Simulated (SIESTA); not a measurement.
# A self-consistent single point of Cu3Pd (Pm-3m, 4 atoms in the cell) with SIESTA

Method: SIESTA 5.4.2 with GGA PBEsol, numerical atomic orbitals DZP, PseudoDojo PBEsol standard norm-conserving potentials (rewritten from UPF to PSML).

The input file:

```
# files in the folder: Cu.psml Pd.psml (PseudoDojo PBEsol standard)
SystemName  Cu3Pd
SystemLabel cu3pd

NumberOfAtoms                4
NumberOfSpecies              2
%block ChemicalSpeciesLabel
  1 29 Cu
  2 46 Pd
%endblock ChemicalSpeciesLabel
LatticeConstant              1.0 Bohr
%block LatticeVectors
     6.965309397    0.000000000    0.000000000
     0.000000000    6.965309397    0.000000000
     0.000000000    0.000000000    6.965309397
%endblock LatticeVectors
AtomicCoordinatesFormat      Bohr
%block AtomicCoordinatesAndAtomicSpecies
     0.000000000    3.482654699    3.482654699  1
     3.482654699    0.000000000    3.482654699  1
     3.482654699    3.482654699    0.000000000  1
     0.000000000    0.000000000    0.000000000  2
%endblock AtomicCoordinatesAndAtomicSpecies

XC.functional                GGA
XC.authors                   PBEsol
PAO.BasisSize                DZP
PAO.EnergyShift              0.01 Ry
MeshCutoff                   300 Ry
%block kgrid.MonkhorstPack
    9   0   0  0.0
    0   9   0  0.0
    0   0   9  0.0
%endblock kgrid.MonkhorstPack
OccupationFunction           FD
ElectronicTemperature        580.23 K

MaxSCFIterations             150
SCF.Mixer.Method             Pulay
SCF.Mixer.Weight             0.1
SCF.Mixer.History            6
SCF.DM.Tolerance             1.0E-04
Diag.ParallelOverK           true
WriteForces                  true
```

Output (repeated stretches shortened):

```
reinit: Reading from file input.fdf

reinit: System Name: Cu3Pd
reinit: System Label: cu3pd

coor:   Atomic-coordinates input format  =     Cartesian coordinates
coor:                                            (in Bohr units)

siesta: Atomic coordinates (Bohr) and species
siesta:      0.00000   3.48265   3.48265  1        1
siesta:      3.48265   0.00000   3.48265  1        2
siesta:      3.48265   3.48265   0.00000  1        3
siesta:      0.00000   0.00000   0.00000  2        4

siesta: System type = bulk

initatomlists: Number of atoms, orbitals, and projectors:      4    76    72

siesta: ******************** Simulation parameters ****************************
redata: Spin configuration                          = none
redata: Time-Reversal Symmetry                      = T
redata: Number of Atomic Species                    =        2
redata: Mesh Cutoff                                 =   300.0000 Ry
redata: Net charge of the system                    =     0.0000 |e|
redata: Min. number of SCF Iter                     =        0
redata: Max. number of SCF Iter                     =      150
redata: SCF convergence failure will abort job
redata: SCF mix quantity                            = Hamiltonian
redata: Mix DM or H after convergence               =   F
redata: Recompute H after scf cycle                 =   F
redata: Mix DM in first SCF step                    =   T
redata: No kicks to SCF
redata: DM Mixing Weight for Kicks                  =     0.5000
redata: Require Harris convergence for SCF          =   F
redata: Harris energy tolerance for SCF             =     0.000100 eV
redata: Require DM convergence for SCF              =   T
redata: DM tolerance for SCF                        =     0.000100
redata: Require EDM convergence for SCF             =   F
redata: EDM tolerance for SCF                       =     0.001000 eV
redata: Require H convergence for SCF               =   T
redata: Hamiltonian tolerance for SCF               =     0.001000 eV
redata: Require (free) Energy convergence for SCF   =   F
redata: (free) Energy tolerance for SCF             =     0.000100 eV
redata: Using DFT-D3 dispersion                     =   F
redata: Using Saved Data (generic)                  =   F
redata: Method of Calculation                       = Diagonalization
redata: Electronic Temperature                      =   580.2300 K
redata: Number of TDED substeps                     =        3
redata: Dynamics option                             = Single-point calculation
redata: Save all siesta data in one NC              =   F
redata: ***********************************************************************

%block SCF.Mixers
  Pulay
%endblock SCF.Mixers

%block SCF.Mixer.Pulay
  # Mixing method
  method pulay
  variant stable

  # Mixing options
  weight 0.1000
  weight.linear 0.1000
  history 6
%endblock SCF.Mixer.Pulay

DM_history_depth set to one: no extrapolation allowed by default for geometry relaxation
Size of DM history Fstack: 1
Total number of electrons:    75.000000
Total ionic charge:    75.000000

* ProcessorY, Blocksize:    1  64

* Orbital distribution balance (max,min):    76    76

 Kpoints in:          405 . Kpoints trimmed:          365

siesta: k-grid: Number of k-points = 365
siesta: k-points from Monkhorst-Pack grid
siesta: k-cutoff (effective) =    16.586 Ang
siesta: k-point supercell and displacements
siesta: k-grid:     9     0     0      0.000
siesta: k-grid:     0     9     0      0.000
siesta: k-grid:     0     0     9      0.000

diag: Algorithm                                     = D&C
diag: Parallel over k                               =   F
diag: Use parallel 2D distribution                  =   F
diag: Parallel block-size                           = 64
diag: Parallel distribution                         =     1 x     1
diag: Used triangular part                          = Lower
diag: Absolute tolerance                            =  0.100E-15
diag: Orthogonalization factor                      =  0.100E-05
diag: Memory factor                                 =  1.0000

superc: Internal auxiliary supercell:     5 x     5 x     5  =     125
superc: Number of atoms, orbitals, and projectors:    500   9500   9000

                        Single-point calculation

superc: Internal auxiliary supercell:     5 x     5 x     5  =     125
superc: Number of atoms, orbitals, and projectors:    500   9500   9000

outcell: Unit cell vectors (Ang):
        3.685883    0.000000    0.000000
        0.000000    3.685883    0.000000
        0.000000    0.000000    3.685883

outcell: Cell vector modules (Ang)   :    3.685883    3.685883    3.685883
outcell: Cell angles (23,13,12) (deg):     90.0000     90.0000     90.0000
outcell: Cell volume (Ang**3)        :     50.0754
new_DM -- step:     1
Initializing Density Matrix...

Attempting to read DM from file... Failed...
DM filled with atomic data:

InitMesh: MESH = 40 x 40 x 40 = 64000
InitMesh: Mesh cutoff (required, used) =   300.000   325.491 Ry

stepf: Fermi-Dirac step function

        iscf     Eharris(eV)        E_KS(eV)     FreeEng(eV)     dDmax    Ef(eV) dHmax(eV)
   scf:    1   -18767.480935   -19017.062170   -19017.097623  2.583507  2.786246 42.181814
   scf:    2   -19167.048956   -19104.914608   -19104.946686  1.125926  0.051361 21.217292
   scf:    3   -19128.324851   -19128.750603   -19128.771539  0.486250 -1.749402 10.078389
   scf:    4   -18950.831501   -19060.198645   -19060.231237  0.589212  1.092898 49.397936
   scf:    5   -19143.160780   -19131.677236   -19131.688608  0.733688 -2.370062  0.395385
   scf:    6   -19131.483677   -19131.616421   -19131.626987  0.041945 -2.505233  1.449632
   [... 3 lines left out ...]
   scf:   10   -19131.684114   -19131.684162   -19131.695390  0.001299 -2.484699  0.025975
   scf:   11   -19131.684129   -19131.684160   -19131.695408  0.000302 -2.484428  0.006664
   scf:   12   -19131.684128   -19131.684145   -19131.695400  0.000178 -2.483678  0.018366
   scf:   13   -19131.684184   -19131.684169   -19131.695411  0.000187 -2.483871  0.000662
   scf:   14   -19131.684169   -19131.684169   -19131.695411  0.000006 -2.483866  0.000072

SCF Convergence by DM+H criterion
max |DM_out - DM_in|         :     0.0000057941
max |H_out - H_in|      (eV) :     0.0000718458
SCF cycle converged after 14 iterations

Using DM_out to compute the final energy and forces

siesta: E_KS(eV) =           -19131.6842

siesta: E_KS - E_eggbox =    -19131.6842

siesta: Atomic forces (eV/Ang):
     1   -0.000000    0.000001    0.000001
     2    0.000001   -0.000000    0.000001
     3    0.000000    0.000000   -0.000000
     4   -0.000000   -0.000000   -0.000000
   Tot    0.000001    0.000001    0.000001
   Max    0.000001
   Res    0.000000    sqrt( Sum f_i^2 / 3N )
   Max    0.000001    constrained

Stress tensor Voigt[x,y,z,yz,xz,xy] (kbar):       69.98       69.98       69.98       -0.00       -0.00       -0.00
(Free)E + p*V (eV/cell)   -19133.8826
Target enthalpy (eV/cell)   -19131.6954

siesta: Program's energy decomposition (eV):
siesta: Ebs     =     -2699.948887
siesta: Eions   =     23938.395809
siesta: Ena     =      1484.592314
siesta: Ekin    =      8320.595746
siesta: Enl     =     -2694.494739
siesta: Eso     =         0.000000
siesta: Edftu   =         0.000000
siesta: DEna    =       130.884074
siesta: DUscf   =         7.798972
siesta: DUext   =         0.000000
siesta: Ex      =     -2303.368710
siesta: Ec      =      -139.296019
siesta: Exc     =     -2442.664728
siesta: Eharris =    -19131.684169
siesta: Etot    =    -19131.684169
siesta: FreeEng =    -19131.695411

siesta: Stress tensor (static) (eV/Ang**3):
siesta:     0.043677   -0.000000   -0.000000
siesta:    -0.000000    0.043677   -0.000000
siesta:    -0.000000   -0.000000    0.043677

siesta: Cell volume =         50.075424 Ang**3

siesta: Pressure (static):
siesta:                Solid            Molecule  Units
siesta:          -0.00047571         -0.00047571  Ry/Bohr**3
siesta:          -0.04367737         -0.04367740  eV/Ang**3
siesta:         -69.97886584        -69.97890905  kBar
```

The run converged in 14 iterations.

The starting cell comes from a database of computed structures (which also holds hypothetical and non-ambient phases and stackings), without a prior relaxation at this level. Its lattice was rescaled by a random factor within 2.5 % of one. Spin polarisation is off. Values carry the incompleteness of an atom-centred basis. With a pressure of about -7 GPa the cell is away from its equilibrium volume at this level.

Cost on one core of a shared machine: roughly 40 s.
